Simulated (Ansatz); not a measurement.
The starting structures come from a database of crystals and need not be the phases stable at ambient conditions.

The decay constant κ of evanescent states in the gap governs leakage through a thin film.

Consider the following.

```
HfS2
1.0
    3.60583     0.00000     0.00000
   -1.80291     3.12274     0.00000
    0.00000     0.00000     5.76982
Hf S
1 2
Direct
  0.00000   0.00000   0.00000
  0.66667   0.33333   0.74758
  0.33333   0.66667   0.25242
```

The cell was relaxed by PBE-D3(BJ); by PBEsol it stands under a pressure of -1.0 GPa.

Transport runs along the normal of the first two printed cell vectors, the (001) plane of the conventional cell.

No gap correction and no spin-orbit coupling; mid-gap is the computed energy nearest the middle.

Problem. Give the band gap and the smallest decay constant κ at mid-gap that Ansatz (a quantum-chemistry and plane-wave program) with PBEsol yields.

Solution. Gap 0.76 eV on a 12×12×6 mesh; κ = 0.135 1/Å, at the zone centre.
